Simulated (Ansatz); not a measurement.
## Response to strain in GaN

Start from GaN in the wurtzite structure (space group P6_3mc, No. 186).

```xyz
4
Lattice="3.1826 0.0000 0.0000 -1.5913 2.7562 0.0000 0.0000 0.0000 5.1854" Properties=species:S:1:pos:R:3 pbc="T T T"
Ga     0.0000     1.8375     0.0010
Ga     1.5913     0.9187     2.5937
N      0.0000     1.8375     1.9539
N      1.5913     0.9187     4.5466
```

Strains are applied to the cell and any free atomic positions relax.

Method: Kohn–Sham DFT with the PBEsol functional, run in Ansatz (a program for electronic structure) with PAW and 420 eV plane waves, without spin-orbit coupling.

Notes on the quantities. pressure: mean of the normal stresses, compression positive.

```json
[
 {"isotropic strain (%)": "0", "pressure (GPa)": "0.0"},
 {"isotropic strain (%)": "0.6", "pressure (GPa)": "-3.3"},
 {"isotropic strain (%)": "1.2", "pressure (GPa)": "-6.2"},
 {"isotropic strain (%)": "1.8", "pressure (GPa)": "-9.0"},
 {"isotropic strain (%)": "2.4", "pressure (GPa)": "?"},
 {"isotropic strain (%)": "3", "pressure (GPa)": "-13.7"}
]
```

### Question
Fit P = P₀ − Bδ + Cδ² with δ = (1 + ε)³ − 1 to the rows shown and predict the withheld row.

### Answer
Least squares on the printed values gives P₀ = 0.0 GPa, B = 186 GPa (at held cell shape), C = 414 GPa (largest residual 0.1 GPa); this predicts -11.5 GPa, and the run gives -11.5 GPa, in agreement.

Whether these cells are dynamically stable was not tested.
